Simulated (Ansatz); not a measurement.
An ideal cubic perovskite cell is held by its symmetry; such compounds can tilt or shift off centre at room temperature. The starting structures come from a database of crystals and need not be the phases stable at ambient conditions.

Tunnelling through a barrier is set by its complex band structure: the current falls as exp(−2κd) with the smallest κ.

Consider the following.

```
CsBr3Ge
1.0
    5.53333     0.00000     0.00000
    0.00000     7.82531     0.00000
    0.00000     3.91266     3.91266
Cs Ge Br
1 1 3
Direct
  0.00000   0.00000   0.00000
  0.50000   0.50000   0.00000
  0.00000   0.50000   0.00000
  0.50000   0.00000   0.50000
  0.50000   0.50000   0.50000
```

Space group of this cell: Pm-3m, cubic perovskite. The cell is taken as given.

Transport runs along the normal of the first two printed cell vectors, the (110) plane of the conventional cell.

The gap is the functional's own. No spin-orbit coupling. Mid-gap values are interpolated on the energy grid.

### Question
State the band gap and the smallest decay constant κ at mid-gap according to r2SCAN (Ansatz, a quantum-chemistry and plane-wave program).

### Answer
Gap 0.68 eV on a 8×8×8 mesh; κ = 0.051 1/Å, at (0.500, 0.000) of the in-plane reciprocal vectors. At the zone centre, at the nearest computed energy, the slowest state has κ = 0.13 1/Å.
